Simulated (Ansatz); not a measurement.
Cost and result by functional for the surface energy of the (21-32) surface of hcp Tl in its 1x1 cell, outermost plane spacing 0.72 Å in the ideal cut, in Ansatz (plane waves, PAW). Single points on the PBE structure, on one kind of machine; costs are rough ratios of the slab run's core time (references not counted) to the cheapest single point. r2SCAN's cost holds its higher cutoff (500 against 420 eV). Differences are taken against r2SCAN for comparison alone: no measured value is at hand, so the table doesn't rank accuracy.

Model: 20-atom slab, 10.5 Å thick at the start (thin: gaps and levels are the slab's own), 6x5x1 mesh, Fermi-Dirac 0.1 eV, dipole correction, all atoms relaxed; symmetry of the start imposed; no spin, no spin-orbit, no U. These notes are the PBE run's.

```tsv
functional	relative cost	surface energy (J/m²)	less r2SCAN (J/m²)
PBEsol	1	0.39	0.03
LDA	1	0.46	0.09
RPBE	1	0.18	-0.18
r2SCAN	2	0.36	0.00
PBE (the relaxed run's value)	–	0.29	-0.08
```

The values span 0.27 J/m², while the single points' costs differ by a factor of roughly 2. Differences are of unrounded values.

Ansatz is a program for electronic structure.
